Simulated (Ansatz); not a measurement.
Functionals compared on a constructed model of the (111) surface of fcc Cu, a pseudomorphic layer of Fe in the host's stacking (bottom of the slab: a bare face, its two planes held), in Ansatz (plane waves, PAW). The structure was relaxed with PBE; the other rows are single points on it. Cutoff 420 eV.

Slab: 7 atoms, 12.8 Å thick at the start with caps and adatoms (thin: gaps and levels are the slab's own); k 17x17x1, smearing 0.1 eV, dipole-corrected; 2 atoms held, the rest relaxed; held to the start's symmetry, so lower structures may exist; spin-polarised, ending with about 2.8 μB a cell; orders that need a larger cell were not tried, no spin-orbit, no U. In PBE it is, or lies within 0.01 eV a 1x1 cell of, the lowest of the 2 structures of its composition computed so far; subsurface sites and larger cells were not tried. These notes are the PBE run's.

```csv
functional,work function of the top face (eV),magnetic moment of the cell (μB),rough cost of the single point
PBE,4.93,2.79,–
RPBE,4.75,2.81,very roughly 2.6 core-minutes
```

Ansatz is a first-principles code.
